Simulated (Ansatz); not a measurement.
Si: response to strain

Take Si in the diamond structure (space group Fd-3m, No. 227) as the base.

```
Si
1.0
    0.00000     2.71688     2.71688
    2.71688     0.00000     2.71688
    2.71688     2.71688     0.00000
Si
2
Direct
  0.00000   0.00000   0.00000
  0.25000   0.25000   0.25000
```

Cartesian axes are those of the cell as printed.

Strains are applied to the cell and any free atomic positions relax; under biaxial strain the out-of-plane vector relaxes too.

Level of theory: PBEsol (Ansatz, a first-principles code), without spin-orbit coupling.

```json
[
 {"variant": "base", "ratio −ε⊥/ε∥": "–", "smallest direct gap": "2.52 eV"},
 {"variant": "biaxial strain −2.08 %, plane normal [111], relaxed out of plane", "ratio −ε⊥/ε∥": "0.49", "smallest direct gap": "2.09 eV"},
 {"variant": "biaxial strain −1.67 %, plane normal [111], relaxed out of plane", "ratio −ε⊥/ε∥": "0.49", "smallest direct gap": "2.19 eV"},
 {"variant": "biaxial strain −1.25 %, plane normal [111], relaxed out of plane", "ratio −ε⊥/ε∥": "0.48", "smallest direct gap": "2.28 eV"},
 {"variant": "biaxial strain −0.83 %, plane normal [111], relaxed out of plane", "ratio −ε⊥/ε∥": "0.48", "smallest direct gap": "2.37 eV"},
 {"variant": "biaxial strain +0.42 %, plane normal [111], relaxed out of plane", "ratio −ε⊥/ε∥": "–", "smallest direct gap": "2.46 eV"},
 {"variant": "biaxial strain +1.25 %, plane normal [111], relaxed out of plane", "ratio −ε⊥/ε∥": "0.45", "smallest direct gap": "2.34 eV"},
 {"variant": "biaxial strain +1.67 %, plane normal [111], relaxed out of plane", "ratio −ε⊥/ε∥": "0.45", "smallest direct gap": "2.29 eV"},
 {"variant": "biaxial strain +2.08 %, plane normal [111], relaxed out of plane", "ratio −ε⊥/ε∥": "0.45", "smallest direct gap": "2.24 eV"},
 {"variant": "biaxial strain +2.50 %, plane normal [111], relaxed out of plane", "ratio −ε⊥/ε∥": "(withheld)", "smallest direct gap": "2.19 eV"}
]
```

Task: What belongs in the blanks?

Result: 
- biaxial strain +2.50 %, plane normal [111], relaxed out of plane, ratio −ε⊥/ε∥: 0.44

Stability against distortions was not tested.
